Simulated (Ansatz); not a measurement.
The starting structures come from a database of crystals and need not be the phases stable at ambient conditions.

The decay constant κ of evanescent states in the gap governs leakage through a thin film.

```
CuRb2VS4
1.0
    5.43170     0.00000     0.00000
   -2.71585     6.70288     0.00000
    2.71585     0.00000    11.78971
Rb V Cu S
4 2 2 8
Cartesian
  4.07377   3.35144   1.69795
  4.07378   3.35144  10.09176
  2.71585   0.00000   4.19690
  5.43170   0.00000   7.59281
  4.07378   3.35144   5.89485
  5.43170   0.00000  11.78971
  0.00000   0.00000   0.00000
  1.35792   3.35144   5.89485
  1.25852   5.44743   1.24264
  1.45733   1.25545   1.24264
  6.69022   1.25545  10.54707
  1.45733   5.44743  10.54707
  2.81525   4.60689   4.65222
  5.33230   2.09599   4.65222
  2.81525   2.09599   7.13749
 -0.09940   4.60689   7.13749
```

The cell is taken as given; by PBEsol it stands under a pressure of -1.1 GPa.

Transport runs along the normal of the first two printed cell vectors.

The gap is the functional's own. No spin-orbit coupling. Mid-gap values are those at the computed energy nearest the middle.

**Question.** Estimate the band gap and the smallest decay constant κ at mid-gap that PBEsol run with Ansatz (a program for electronic structure) returns for this system.

**Answer.** Gap 1.24 eV on a 6×6×6 mesh; κ = 0.433 1/Å, at the zone centre.
